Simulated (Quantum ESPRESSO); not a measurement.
Worked example: self-consistent single point of Ta5Sb4 (I4/m, 9 atoms in the cell) in Quantum ESPRESSO.

Method of the run: PBEsol, GBRV 1.5 ultrasoft (PBESOL) pseudopotentials (plane waves; Quantum ESPRESSO).

```xyz
9
Lattice="-5.1178 5.1178 1.7712 5.1178 -5.1178 1.7712 5.1178 5.1178 -1.7712" Properties=species:S:1:pos:R:3 pbc="T T T"
Ta     0.0000     0.0000     0.0000
Ta     3.7952     3.1948     0.0000
Ta     1.9231    -1.3227     1.7713
Ta     1.3227     1.9231     1.7712
Ta     3.1948     6.4405     0.0000
Sb     3.0285     0.5283     0.0000
Sb     4.5896    -2.0893     1.7712
Sb     2.0893     4.5896     1.7712
Sb     0.5283     7.2072     0.0000
```

Reference input (self-consistent single point, DFT, PBEsol, plane waves, GBRV 1.5 ultrasoft (PBESOL) pseudopotentials): ecutwfc = 40 Ry; ecutrho = 320 Ry; occupations = smearing; smearing = fermi-dirac; degauss = 0.0073499 Ry; potentials = {Ta: ta_pbesol_v1.uspp.F.UPF, Sb: sb_pbesol_v1.4.uspp.F.UPF}; K_POINTS = automatic 7 7 7 0 0 0; conv_thr = 1e-09 Ry; mixing_beta = 0.5. This run's input differs from it in these lines:

```diff
@@ -13,4 +13,4 @@
     ntyp = 2
-    ecutwfc = 40
-    ecutrho = 320
+    ecutwfc = 46
+    ecutrho = 368
     occupations = 'smearing'
```

Log, with long lists cut:

```
     Self-consistent Calculation

     iteration #  1     ecut=    46.00 Ry     beta= 0.50

     negative rho (up, down):  4.817E-01 0.000E+00

     total energy              =   -1445.15783220 Ry
     estimated scf accuracy    <       5.02597918 Ry

     iteration #  2     ecut=    46.00 Ry     beta= 0.50

     negative rho (up, down):  4.835E-01 0.000E+00

     total energy              =   -1443.59773142 Ry
     estimated scf accuracy    <      27.93258000 Ry

     iteration #  3     ecut=    46.00 Ry     beta= 0.50

     negative rho (up, down):  4.855E-01 0.000E+00

     total energy              =   -1447.17511137 Ry
     estimated scf accuracy    <       0.83376362 Ry

   [... 8 blocks of this kind left out ...]

     iteration # 12     ecut=    46.00 Ry     beta= 0.50

     negative rho (up, down):  4.908E-01 0.000E+00

     total energy              =   -1447.30715750 Ry
     estimated scf accuracy    <          6.2E-09 Ry

     iteration # 13     ecut=    46.00 Ry     beta= 0.50

     negative rho (up, down):  4.908E-01 0.000E+00
     End of self-consistent calculation

     the Fermi energy is    16.1188 ev

!    total energy              =   -1447.30715750 Ry
     estimated scf accuracy    <          2.3E-10 Ry
     smearing contrib. (-TS)   =      -0.00874379 Ry
     internal energy E=F+TS    =   -1447.29841371 Ry

     convergence has been achieved in  13 iterations

     negative rho (up, down):  4.908E-01 0.000E+00

     Forces acting on atoms (cartesian axes, Ry/au):

     atom    1 type  1   force =     0.00000000   -0.00000000    0.00000000
     atom    2 type  1   force =     0.00261960    0.00661867    0.00000000
     atom    3 type  1   force =    -0.00661867    0.00261960   -0.00000000
     atom    4 type  1   force =    -0.00261960   -0.00661867    0.00000000
     atom    5 type  1   force =     0.00661867   -0.00261960   -0.00000000
   [... lines left out ...]
     Total force =     0.014973     Total SCF correction =     0.000064
   [... lines left out ...]

     negative rho (up, down):  4.908E-01 0.000E+00
          total   stress  (Ry/bohr**3)                   (kbar)     P=      -11.35
  -0.00005724  -0.00000000  -0.00000000           -8.42       -0.00       -0.00
   0.00000000  -0.00005724   0.00000000            0.00       -8.42        0.00
   0.00000000  -0.00000000  -0.00011693            0.00       -0.00      -17.20

   JOB DONE.
```

The run converged in 13 iterations. Against the reference run the free energy falls by 20.7 meV/atom, the pressure goes from -1.50 to -1.13 GPa and the largest force moves little (0.182 to 0.183 eV/Å).

The starting cell comes from a database of published, mostly measured structures (it also holds non-ambient and calculated ones), without a prior relaxation at this level. Spin polarisation is off.

Cost on one core of a shared machine: roughly 20 min.
